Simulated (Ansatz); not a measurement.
Functionals compared on the (210) surface of tetragonal indium in its 1x1 cell, outermost plane spacing 0.74 Å in the ideal cut, in Ansatz (plane waves, PAW). The structure was relaxed with PBE; the other rows are single points on it. Cutoff 420 eV (500 eV for r2SCAN).

Model: 15-atom slab, 10.4 Å thick at the start (thin: gaps and levels are the slab's own), 8x5x1 mesh, Fermi-Dirac 0.1 eV, dipole correction, all atoms relaxed; symmetry of the start imposed; no spin, no spin-orbit, no U. These notes are the PBE run's.

| functional | work function of the top face (eV) | rough cost of the single point |
|---|---|---|
| PBE | 3.86 | – |
| LDA | 4.13 | very roughly 4 core-minutes |
| PBEsol | 3.94 | roughly 4 core-minutes |
| RPBE | … | around 5 core-minutes (rough) |
| r2SCAN | 3.99 | around 9 core-minutes (rough) |

Problem. Complete the blanks.

Solution. 
- RPBE, work function of the top face (eV): 3.73

Ansatz is a program for electronic structure.
